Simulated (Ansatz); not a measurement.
# Fe in the bcc (W type) structure (space group Im-3m, No. 229; ferromagnetic)

```yaml
crystal:
  lattice:
    - [-1.43228, 1.43228, 1.43228]
    - [1.43228, -1.43228, 1.43228]
    - [1.43228, 1.43228, -1.43228]
  atoms:
    - { symbol: Fe, position: [0.00000, 0.00000, 0.00000] }
```

Level of theory: Ansatz (a program for electronic structure) r2SCAN, no SOC. Settings: 23×23×23 k-points, 0.05 eV Fermi–Dirac smearing.

- Volume per atom: 11.75 Å³
- Density: 7.89 g/cm³
- Band gap: zero
- Magnetic state: ferromagnetic
- Total energy: -4485.892 eV/atom (σ→0; compares only within this code and set-up)

Other magnetic orders, which the real material may have, were not ruled out. No phonon test of stability was made.
